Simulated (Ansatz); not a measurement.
**PBE against r2SCAN: Ga2O3, pressure 4.5 GPa**

Start from Ga2O3 (space group C2/m, No. 12; a = 12.4560 Å, b = 3.0833 Å, c = 5.8773 Å, α = γ = 90.00°, β = 103.70°).

(Cell as relaxed with PBE.)

Levels (all Ansatz, a quantum-chemistry and plane-wave program, PAW, earlier PAW set): PBE (420 eV, no SOC); r2SCAN (500 eV, scalar-relativistic without spin-orbit coupling).

Each level relaxes its own structure.

```json
[
 {"base": "volume per atom", "PBE": "10.96 Å³", "r2SCAN": "10.50 Å³"},
 {"base": "band gap", "PBE": "2.01 eV", "r2SCAN": "3.03 eV"}
]
```

One thing is altered: a hydrostatic pressure of 4.5 GPa.

```json
[
 {"quantity": "shortest interatomic distance", "PBE": "1.846 Å", "r2SCAN": "(withheld)"},
 {"quantity": "smallest direct gap", "PBE": "2.25 eV", "r2SCAN": "(withheld)"},
 {"quantity": "band gap", "PBE": "2.22 eV", "r2SCAN": "(withheld)"}
]
```

**Question.** Given the PBE results, estimate those of r2SCAN.

**Answer.** 
- shortest interatomic distance, r2SCAN: 1.823 Å
- smallest direct gap, r2SCAN: 3.26 eV
- band gap, r2SCAN: 3.23 eV

PBE's shortest interatomic distance lies 0.023 Å above r2SCAN's (1.3 %); PBE's smallest direct gap lies 1.01 eV below r2SCAN's; PBE's band gap lies 1.01 eV below r2SCAN's. Neither level is exact; r2SCAN is the comparison here, not a measurement.

Load acts through the strain it causes; cell and atoms are relaxed under it. Stability against distortions was not tested.
